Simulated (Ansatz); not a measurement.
## NiO: response to strain

The parent structure is NiO in the rock salt structure (space group Fm-3m, No. 225; a = 4.1886 Å; ferromagnetic). Axes: x, y, z lie along the cube axes.

Strains are applied to the cell and any free atomic positions relax; under biaxial strain the out-of-plane vector relaxes too.

The values are results of Ansatz (a quantum-chemistry and plane-wave program), r2SCAN, PAW, cutoff 500 eV, no SOC, not measurements.

| biaxial strain, plane normal [110], relaxed out of plane (%) | band gap (eV) |
|---|---|
| -3.58 | 0.48 |
| -3.45 | ? |
| -0.37 | 0.79 |
| 0 | 0.82 |

Fit E_g = E₀ + Dε (ε in %) to the rows shown and predict the withheld row.

Least squares on the printed values gives E₀ = 0.82 eV, D = 95.6 meV per % of strain (largest residual 0.00 eV); this predicts 0.49 eV, and the run gives 0.49 eV, in agreement.

Stability against distortions was not tested. No Hubbard U is applied and the magnetic state is the run's own (NiO ferromagnetic); small cells can't hold the antiferromagnetic order that many such compounds have, so gaps and moments can be off. Where the two band edges lie in opposite spin channels, the gap is a spin-flip gap. In its common phase, real NiO is an antiferromagnetic insulator at low temperature.
